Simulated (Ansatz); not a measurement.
The parent structure is Mg₂Sn (space group Fm-3m, No. 225; a = 6.664 Å; relaxed with 0.1 eV smearing). Axes: x, y, z lie along the cube axes.

All numbers come from LDA (Ansatz, a quantum-chemistry and plane-wave program), no spin-orbit coupling.

For the base:

Pressure: 0.0 GPa
Band gap: zero

It is then changed as follows: biaxial strain +1.67 %, plane normal [111], relaxed out of plane (Cartesian); in-plane vectors clamped, the third vector and the atoms free.

Task: What does the calculation give for the energy relative to the base after the change?

Result: The energy grows by 4.2 meV/atom.

Task: Estimate the effect on the pressure.

Result: The pressure (mean of the normal stresses, compression positive) goes from zero to -1.1 GPa.

Task: Predict the new band gap.

Result: The band gap is still zero.

Task: Predict the new ratio −ε⊥/ε∥.

Result: The ratio −ε⊥/ε∥ comes out as 0.52.

Whether these cells are dynamically stable was not tested.
